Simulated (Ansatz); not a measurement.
An Ansatz (a quantum-chemistry and plane-wave program) input (PBE/PAW in Ansatz, scalar-relativistic without spin-orbit coupling):

Ansatz 0.2 input:
```yaml
crystal:
  lattice:
    - [0, 3.2578999729, 3.2578999729]
    - [3.2578999729, 0, 3.2578999729]
    - [3.2578999729, 3.2578999729, 0]
  atoms:
    - { symbol: Te, position: [0, 0, 0] }
    - { symbol: Pb, position: [0.5, 0.5, 0.5] }
basis: { ecutwfc: 420, ecutrho_ratio: 4, xc_grid: 2, fft_grid_basis: typed }
kpoints: { mp_grid: { grid: [9, 9, 9] } }
hamiltonian:
  xc: pbe
  dispersion: none
  pseudopotentials: { kind: paw }
scf: { occupations: { method: fermi_dirac, width: 0.05 }, convergence: { dr2_threshold: 0.0000000002 } }
relax: { f_tol: 0.005, max_steps: 50 }
output: { forces: true, stress: true }
checkpoint: { write: state.ck, write_every: 1000 }
```

Which symmetry and how many k-points will the program report, and about how many plane waves at Γ?

Space group Fm-3m (ITA 225) with 48 operations, k-points 35 of 729, and 1363 plane waves at Γ.

And the final pressure?

1.00 GPa (compression positive).

The cells carry an imposed strain or load. Stability against distortions was not tested. The cell was made from PbTe in the rock salt structure (space group Fm-3m, No. 225) by this change: isotropic strain −0.82 %.
